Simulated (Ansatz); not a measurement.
We consider RbSnF3 (model structure, started from the CsGeCl3 type, R3m, No. 160, 5 atoms in the cell), described by G0W0@PBEsol in Ansatz (hard PAW, contour deformation, complete-basis limit).

Numerical settings: largest k mesh 4×4×4 (not extrapolated in the mesh).

Cell (relaxed with PBEsol):

```
CELL_PARAMETERS angstrom
      3.49608     2.01846     2.46617
     -3.49608     2.01846     2.46617
      0.00000    -4.03692     2.46617
ATOMIC_POSITIONS crystal
  Rb 0.98108 0.98108 0.98108
  Sn 0.48135 0.48135 0.48135
  F  0.53048 0.53048 0.93259
  F  0.93259 0.53048 0.53048
  F  0.53048 0.93259 0.53048
```

Question: Give the computed band gap.

Answer: 
- band gap = 5.61 eV

Note: filled d or f shells below the valence bands can shift G0W0 gaps through exchange with them, which wasn't tested here; the relaxation could raise the start's symmetry but not lower it, so the cell can be a saddle point; the gap holds a correction of +0.23 eV to the complete basis.

Spin–orbit coupling is not included.

Computed values are for the static lattice.

It cost very roughly 120 core-minutes of CPU time.

A model structure was made by putting elements into a prototype or built by hand; it is no filed structure, need not be a known phase, and can be a saddle point held by its symmetry.

Ansatz is a first-principles code.
